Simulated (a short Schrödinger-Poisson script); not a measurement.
## MOS inversion layer, Al2O3 on p-type Si(100)

Stack: MOS inversion layer, Al2O3 on p-type Si(100), at 300 K.

```tsv
layer	material	thickness (nm)	Na (cm⁻³)
1	Al2O3	2	-
2	Si	1500	4e16
```

The device is made up for the run: typed textbook-type constants, with dimensions and the other settings drawn at random. Al2O3: permittivity 9, conduction-band edge (eV) 2.7, gap (eV) 6.8, electron mass (mₑ) 0.3. Si: permittivity 11.7, conduction-band edge (eV) 0, gap (eV) 1.124, Nv at 300 K (cm⁻³) 3.1e19.

Channel valleys (confinement mass, in-plane density-of-states mass, number): Δ2 0.916, 0.19, 2; Δ4 0.19, 0.417, 4. At the gate the conduction-band edge of layer 1 lies 3.17 eV − eVg above the Fermi level of the channel; the field vanishes at the back. Gaps are held at their typed values at every temperature. Mesh 0.03 nm at interfaces.

Solved with a short Schrödinger-Poisson script written for these runs: 1D Poisson equation in equilibrium, electrons quantum, Hartree (BenDaniel-Duke, 12 states a valley, the channel's in-plane mass for all, wave functions free to enter the dielectric), parabolic valleys, classical holes, full ionisation, no traps, pinning or gate leakage.

```tsv
Vg (V)	electrons (cm⁻²)	C (μF/cm²)	Δ2 E0 (meV)	Δ2 E1 (meV)	Δ4 E0 (meV)	Δ4 E1 (meV)
0.2	5.58e7	0.0714	326.8	352.2	347.9	390.3
0.3	2.21e9	0.0789	230.3	257.1	252.5	297.1
0.4	7.24e10	0.406	138.3	167.1	162.1	209.3
0.5	6.25e11	1.40	77.4	113.0	106.7	159.6
0.6	1.69e12	1.97	45.1	90.3	82.1	141.7
0.7	3.02e12	2.27	24.0	78.6	68.4	133.7
0.8	4.50e12	2.46	8.2	71.4	59.2	129.3
0.9	6.08e12	2.59	-4.8	66.4	52.3	126.5
1	7.73e12	2.69	-16.0	62.6	46.6	124.6
1.1	9.42e12	2.76	-26.2	59.6	41.7	123.1
1.2	1.12e13	2.81	-35.5	57.1	37.2	122.1
```

Subbands count from the Fermi level.
